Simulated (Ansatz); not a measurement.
**Response to strain in Hf**

The reference is Hf in the hcp (Mg type) structure (space group P6_3/mmc, No. 194; a = 3.1174 Å, c = 4.9501 Å; relaxed with 0.1 eV smearing).

Strains are applied to the cell and any free atomic positions relax.

Method: Ansatz (a quantum-chemistry and plane-wave program) LDA, no spin-orbit coupling.

Notes on the quantities. pressure: mean of the normal stresses, compression positive.

```csv
isotropic strain (%),pressure (GPa)
-3,12.9
-2,8.1
-1.5,5.9
-1,3.8
-0.5,1.9
0,0.0
0.5,-1.8
1.5,?
3,-9.1
```

Fit P = P₀ − Bδ + Cδ² with δ = (1 + ε)³ − 1 to the rows shown and predict the withheld row.

Least squares on the printed values gives P₀ = 0.0 GPa, B = 123 GPa (at held cell shape), C = 278 GPa (largest residual 0.1 GPa); this predicts -5.1 GPa, and the run gives -5.0 GPa, in agreement.

Whether these cells are dynamically stable was not tested. The final runs are not spin-polarised.
